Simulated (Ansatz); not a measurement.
Take PbSe in the rock salt structure (space group Fm-3m, No. 225; a = 6.178 Å) as the base. Axes: x, y, z lie along the cube axes.

All numbers come from Kohn–Sham DFT with the r2SCAN functional, run in Ansatz (a first-principles code) with PAW and 500 eV plane waves, without spin-orbit coupling.

Before the change:

- Smallest direct gap = 0.67 eV
- Pressure = -0.1 kbar

The change: the symmetric strain tensor [-0.0265 -0.0110 -0.0041; -0.0110 -0.0032 0.0055; -0.0041 0.0055 0.0099], atoms relaxed at fixed cell.

Question: What does the calculation give for the smallest direct gap and pressure after the change?

Answer: The smallest direct gap falls by 0.135 eV to 0.53 eV; the pressure (mean of the normal stresses, compression positive) increases by 12.5 kbar (-0.1 kbar → 12.4 kbar).

Spin-orbit coupling, missing from the scalar runs, can matter with Pb. Stability against distortions was not tested.
